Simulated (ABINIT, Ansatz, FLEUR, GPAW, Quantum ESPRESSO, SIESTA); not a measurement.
**Code comparison for TiO₂ (I4_1/amd, 6 atoms in the cell)**

Self-consistent single point.

```
CELL_PARAMETERS angstrom
     -1.89250     1.89250     4.75500
      1.89250    -1.89250     4.75500
      1.89250     1.89250    -4.75500
ATOMIC_POSITIONS crystal
  Ti 0.75000 0.25000 0.50000
  Ti 0.00000 0.00000 0.00000
  O  0.54200 0.04200 0.50000
  O  0.79200 0.79200 0.00000
  O  0.20800 0.20800 0.00000
  O  0.95800 0.45800 0.50000
```

All programs got the same cell, k-point mesh and kind of occupations (in Ansatz's words: kpoints.mp_grid.grid = 6 6 6; scf.occupations.method = fermi_dirac; scf.occupations.width = 0.05 eV); potentials, basis and cutoffs are each program's usual ones.

| code | model | pressure (GPa) | largest force (eV/Å) | gap on the mesh (eV) | k-points | cutoff |
|---|---|---|---|---|---|---|
| SIESTA | GGA PBE, numerical atomic orbitals TZP, PseudoDojo PBE standard norm-conserving potentials (rewritten from UPF to PSML) | 2.80 | 0.108 | 1.971 | 132 | grid 400 Ry |
| ABINIT | PBE, PAW (JTH v2.0 PBE PAW) | 5.08 | 0.132 | 2.163 | 30 | 30 Ha |
| Ansatz | PBE, default PAW files | 4.56 | 0.126 | 2.170 | 30 | default |
| FLEUR | PBE, all-electron FLAPW (FLEUR), scalar-relativistic valence | – | 0.064 | 2.171 | 30 | Kmax 4.7 1/bohr |
| Quantum ESPRESSO | PBE, PseudoDojo standard norm-conserving (PBE) pseudopotentials | 4.72 | 0.105 | 2.192 | 30 | 85 Ry |
| GPAW | PBE, GPAW PAW datasets PBE (gpaw-data 1.0.1) | – | 0.160 | 2.179 | 30 | 900 eV |

A dash marks a value that a program does not give, or that is left out as unsure.

Gaps are read on the mesh.

The spread over the programs that give each value: pressure within 2.28 GPa; largest force within 0.096 eV/Å; gap on the mesh within 0.221 eV.

The starting cell has typed, rounded lattice constants, without a prior relaxation at this level. On Ansatz's run: In the base run, with a pressure of about 5 GPa the cell is away from its equilibrium volume at this level.

Task: Why do the programs differ, and what cannot be compared?

Result: Differences of this kind can come from the potentials, where these differ, and from what each basis and cutoff leave unconverged. The zero of total energies and Fermi levels follows the potentials and each program's conventions, so they are not compared here. SIESTA uses small atom-centred bases, whose incompleteness enters pressures, forces and empty levels differently from a plane-wave cutoff. FLEUR treats all electrons, but the usual bases taken here (sphere radii, linearisation, local orbitals, empty states) were not tested for convergence, so the values are no reference for the others. Ansatz's pressure is given at a fixed set of plane waves, as the other plane-wave codes print theirs; with its correction for the finite basis it is 5.24 GPa (the shift of 0.68 GPa shows how far the cutoff is from converged). The pressure of GPAW is left out: its cutoff lies under the one at which its stress was checked. The programs reduce the same mesh by symmetry to different extents, which changes the work and not the result. In the pressure, SIESTA (by 1.92) lies more than 1 GPa from the median of the plane-wave programs. In the gap, SIESTA (by 0.203) lies more than 0.12 eV from the median of the plane-wave programs.

Left out of this page: CP2K (unsound by tests on forces, stress, charge or solver warnings).

Ansatz is a first-principles code.

Keys are those of Ansatz 0.2.
